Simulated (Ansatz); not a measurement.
By hand: formation energy of Ta_Al in Al (fcc, Fm-3m)

Consider the formation energy of Ta_Al in Al (fcc, Fm-3m). Reaction: 63 Al (fcc) + Ta (bcc) → cell A.

A: a supercell of 64 sites of Al (fcc, Fm-3m) with Ta on an Al site (12 Al at 2.85 Å); spin state with PBE: run without spin.

Setting: static, neutral cells in Ansatz (PAW) whose structures rest at the PBE level. Ansatz (an electronic-structure program) runs with its default PAW set. Other levels take these structures. The lattices are those relaxed with PBE, so at other levels the solids can be strained, which adds to the spread. Larger cells are relaxed from a start prepared with the learned potential CHGNet, on a coarser mesh till forces fall under 0.03 eV/Å, which some starts already meet. A dispersion term (D3(BJ), or D4 for r2SCAN) was computed beside these levels and is taken off wherever the name lacks it. The runs are scalar-relativistic, without spin-orbit coupling. Mesh and cell size may move defect energies by 0.1 eV or more. Cell A has symmetry Fm-3m within 0.02 Å and got no random move, so less symmetric positions, which may lie lower, weren't tried.

Total energies of the cells in eV, at zero smearing width. They compare only within one column; the weights balance every element.

| cell | atoms | weight | PBE | PBE+D3(BJ) |
|---|---|---|---|---|
| A: Al:Ta_Al | 64 | +1 | -43795.89020 | -43817.74465 |
| Al (fcc) | 64 | −63/64 | -34400.48348 | -34422.01613 |
| Ta (bcc) | 1 | −1 | -9932.25093 | -9932.90260 |

PBE: (-43795.89020) − 63/64 × (-34400.48348) − (-9932.25093) = -0.663 eV.

PBE+D3(BJ): (-43817.74465) − 63/64 × (-34422.01613) − (-9932.90260) = -0.670 eV.
